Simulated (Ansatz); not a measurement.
**Ansatz (a program for electronic structure) run on Sb₂Os (Pm, 6 atoms in the cell): self-consistent single point**

Level of theory: LDA (PW92), default PAW files made with PBE (plane waves; Ansatz).

This input was run:

Ansatz 0.2 input:
```yaml
# Sb2Os
crystal:
  lattice:
    - [5.94749400, 0.00000000, 0.00000000]
    - [0.00000000, 6.70333000, 0.00000000]
    - [0.00000000, 0.00000000, 3.23339100]
  atoms:
    - { symbol: Sb, position: [0.32654700, 0.85850000, 0.50000000] }
    - { symbol: Sb, position: [0.68186000, 0.14150000, 0.50000000] }
    - { symbol: Sb, position: [0.81814000, 0.64150000, 0.00000000] }
    - { symbol: Sb, position: [0.18186000, 0.35850000, 0.00000000] }
    - { symbol: Os, position: [0.50000000, 0.50000000, 0.50000000] }
    - { symbol: Os, position: [0.00000000, 0.00000000, 0.00000000] }
basis:
  ecutwfc: 420.0 eV
kpoints:
  mp_grid:
    grid: [3, 3, 7]
hamiltonian:
  xc: lda
  pseudopotentials:
    kind: paw
scf:
  occupations:
    method: fermi_dirac
    width: 0.05 eV
output:
  forces: true
  eigenvalues: true
  stress: true
```

Output, abridged:

```
WARN ansatz: RAYON_NUM_THREADS=1 ignored (pool sized by the plan → 1); use --threads N
Pseudopotentials: kind: paw
Pseudopotential: Sb, paw, valence charge 15
Pseudopotential: Os, paw, valence charge 16
Crystal: 6 atoms, lattice volume = 128.909 Å³
Basis set: ecut = 420 eV, 2535 PW (Γ)
Bands: 56, of which v1, the nominal top of the filled ones, is band 46 counted from 1 (45 counted from 0)
Symmetry: 2 space group operations
Space group: Pm (ITA 6), of the structure as read, at distance tolerance 5.1e-5 Å
k-points: 20 of 63 (time reversal used)
PAW frozen core: Sb, regenerated for the run's functional, and the local potential with it
PAW frozen core: Os, regenerated for the run's functional, and the local potential with it
Initial density: superposition of atomic densities (neutral atoms: chi_scale 0, normalization atom), corrected by the library's trained network
Initial wavefunctions: pseudopotential atomic-orbital guess
Eigensolver: davidson
Functional: x = slater, c = lda
SCF iter   1: F=—  HF=-47580.334607 eV  |F-HF|=—  |Δ(HF+E_count)|=         —  Δρ=7.67e-3  dr2=2.96e-2  ethr=1.77e-3  ⟨swp⟩=6.5  Hψ=4242  notcnv=0  defer=7
all-band conjugate gradients solve this SCF's bands
preconditioner: auto → Resta (q_TF=auto, 2.579 Å⁻¹)
SCF iter   2: F=—  HF=-47580.325998 eV  |F-HF|=—  |Δ(HF+E_count)|=   8.61e-3  Δρ=3.58e-3  dr2=6.84e-3  ethr=3.22e-5  ⟨swp⟩=3.0  Hψ=2104  notcnv=0  defer=25
SCF iter   3: F=—  HF=-47580.323693 eV  |F-HF|=—  |Δ(HF+E_count)|=   2.30e-3  Δρ=4.32e-4  dr2=2.06e-4  ethr=7.44e-6  ⟨swp⟩=2.0  Hψ=1820  notcnv=0  defer=25
SCF iter   4: F=—  HF=-47580.323634 eV  |F-HF|=—  |Δ(HF+E_count)|=   5.92e-5  Δρ=4.36e-5  dr2=2.23e-6  ethr=2.24e-7  ⟨swp⟩=2.0  Hψ=1406  notcnv=0  defer=25
SCF iter   5: F=—  HF=-47580.323631 eV  |F-HF|=—  |Δ(HF+E_count)|=   2.96e-6  Δρ=1.59e-5  dr2=5.62e-7  ethr=2.42e-9  ⟨swp⟩=2.0  Hψ=1828  notcnv=0  defer=25
SCF iter   6: F=-47580.323631 eV  HF=-47580.323631 eV  |F-HF|=1.23e-8  |Δ(HF+E_count)|=   1.42e-7  Δρ=3.49e-6  dr2=2.49e-8  ethr=1.09e-10  ⟨swp⟩=8.4  Hψ=5229  notcnv=0
SCF 1 converged in 6 iterations: F = -47580.323631 eV  dr2 = 2.49e-8
SCF converged after 6 iterations
Free energy (F): -47580.323631 eV
Harris-Foulkes:  -47580.323631 eV  (|F-HF|=1.23e-8)
Internal energy: -47580.323048 eV  (E = F + TS)
E sigma→0 (E₀):  -47580.323339 eV
Entropy (-TS):   -0.000583 eV (-0.097 meV/atom)
Fermi energy:    14.614047 eV
--- Per-component energies (eV) ---
  E_band       = -838.533705
  E_kinetic    = 1971.244813
  E_local      = -8104.579428  (includes V_loc(G=0)·N_el)
  E_nonlocal   = 1482.316200
  E_hartree    = 3601.368488
  E_xc         = -1085.186086
  E_vxc        = -962.018179  (∫ρ·V_xc dr)
  E_paw        = -35210.819501  (= ΣΔE_a)
  E_vpaw       = -2428.229517  (= ΣTr[D̂ρ^β])
  E_aug_tail   = -0.000159  (compensation charges beyond the density's cutoff)
  E_ewald      = -10237.628137
  E_core_change = 2.960762  (= ΣΔE_core)
  E_smearing   = -0.000583  (= −TS)
  E_closure    = 0.000000  (closes the sum)
  Σ components = -47580.323631   (vs F -47580.323631, Δ=0.00e0)
--- Forces (eV/Å), atoms counted from 1 ---
  atom   1  Sb    -0.66536898     0.05166087     0.00000000
  atom   2  Sb     0.28237140     0.11432900    -0.00000000
  atom   3  Sb     0.06379775     0.08653806     0.00000000
  atom   4  Sb     0.01461857    -0.08341392    -0.00000000
  atom   5  Os     0.08155406    -0.08656031    -0.00000000
  atom   6  Os     0.22301181    -0.08255145    -0.00000000
  max |Σ_I F_I| component: 1.54e-5 eV/Å
--- Stress (GPa, compression-positive) ---
       -3.845903       0.335156       0.000000
        0.335157      -3.646113      -0.000000
        0.000000      -0.000000      -4.290673
  P = ⅓ Tr σ = -3.9276 GPa (-39.276 kbar)
  The stress holds the Pulay correction. Without it, at fixed plane waves, as pw.x and ABINIT print it: P = -3.9844 GPa
--- Band table (eV; the first three rows and the last of 20) ---
  k-point 0: bands = ["-70.8954", "-70.8681", "-30.4055", "-30.3872", "-30.3652", "-30.3579", "-30.1623", "-30.1250", "-14.2302", "-14.2010", "-14.1363", "-14.1243", "-14.1189", "-14.0970", "-14.0806", "-14.0678", "-14.0575", "-14.0445", "-14.0415", [...]
  k-point 1: bands = ["-70.8950", "-70.8676", "-30.4225", "-30.3856", "-30.3821", "-30.3562", "-30.1608", "-30.1236", "-14.2146", "-14.1849", "-14.1319", "-14.1151", "-14.1056", "-14.0976", "-14.0839", "-14.0630", "-14.0601", "-14.0439", "-14.0423", [...]
  k-point 2: bands = ["-70.8939", "-70.8665", "-30.4605", "-30.4198", "-30.3820", "-30.3526", "-30.1575", "-30.1203", "-14.1839", "-14.1557", "-14.1452", "-14.1241", "-14.0918", "-14.0740", "-14.0678", "-14.0575", "-14.0544", "-14.0480", "-14.0439", [...]
  k-point 19: bands = ["-70.8930", "-70.8657", "-30.4909", "-30.4499", "-30.3790", "-30.3497", "-30.1549", "-30.1177", "-14.1647", "-14.1579", "-14.1341", "-14.1332", "-14.1050", "-14.0908", "-14.0689", "-14.0602", "-14.0535", "-14.0441", [...]
```

The run converged in 6 iterations.

The starting cell comes from a database of computed structures (which also holds hypothetical and non-ambient phases and stackings), without a prior relaxation at this level. Its lattice was rescaled by up to half a per cent. One atom was moved a little off its site on purpose. Spin-orbit coupling is off. With a pressure of about -4 GPa the cell is away from its equilibrium volume at this level. Ansatz's pressure includes its estimate of the finite-basis (Pulay) stress. Another mesh or the band path of this cell gives a smaller gap, so this value is not converged in the mesh.
